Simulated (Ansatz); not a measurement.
Spacing of the highest filled and lowest empty level at the zone centre in eight small model glasses of hand-chosen composition and density, fast-quenched (anions pushed apart in CHGNet runs), each at its PBE geometry, by PBE and by HSE06 (Ansatz, a first-principles code, plane waves, PAW). The cells are the first eight to finish that balance their formal charges, show no moments and no lower geometry on charging where those were tested, and have a gap at both levels; defect levels can set the spacings, and exact exchange is cut at the cells' faces.

```json
[
 {"cell": "Al28O45Mo", "quench by": "CHGNet", "pressure (GPa)": "2.5", "levels at the gap": "localised at both edges", "PBE (eV)": "1.75", "experiment, tabulated (eV)": "-"},
 {"cell": "In24O37Ba", "quench by": "CHGNet", "pressure (GPa)": "0.4", "levels at the gap": "localised at the filled edge", "PBE (eV)": "0.58", "experiment, tabulated (eV)": "-"},
 {"cell": "Si30N44Hf3", "quench by": "CHGNet", "pressure (GPa)": "0.6", "levels at the gap": "localised at the filled edge", "PBE (eV)": "1.91", "experiment, tabulated (eV)": "-"},
 {"cell": "Ti20O43Lu2", "quench by": "CHGNet", "pressure (GPa)": "1.4", "levels at the gap": "localised at the filled edge", "PBE (eV)": "2.60", "experiment, tabulated (eV)": "-"},
 {"cell": "Zr20O42Sn", "quench by": "CHGNet", "pressure (GPa)": "-0.5", "levels at the gap": "localised at the filled edge", "PBE (eV)": "3.07", "experiment, tabulated (eV)": "-"},
 {"cell": "Zr20O41Li2", "quench by": "CHGNet", "pressure (GPa)": "-4.0", "levels at the gap": "localised at the filled edge", "PBE (eV)": "3.45", "experiment, tabulated (eV)": "-"},
 {"cell": "In9Ga9Zn9O41Ta2", "quench by": "CHGNet", "pressure (GPa)": "0.2", "levels at the gap": "localised at the filled edge", "PBE (eV)": "1.05", "experiment, tabulated (eV)": "-"},
 {"cell": "Si30N44Ge3", "quench by": "CHGNet", "pressure (GPa)": "0.1", "levels at the gap": "localised at the filled edge", "PBE (eV)": "0.55", "experiment, tabulated (eV)": "-"}
]
```

Problem. What does HSE06 give, and how does it move these values against PBE?

Solution. Al28O45Mo 3.15, In24O37Ba 1.89, Si30N44Hf3 3.11, Ti20O43Lu2 4.15, Zr20O42Sn 4.62, Zr20O41Li2 4.92, In9Ga9Zn9O41Ta2 2.59, Si30N44Ge3 1.45 eV. It raises them by +0.90 to +1.55 eV, +1.36 eV on average. A straight line through the eight gives HSE06 = 1.13 × PBE +1.13 eV, with a scatter of 0.17 eV.
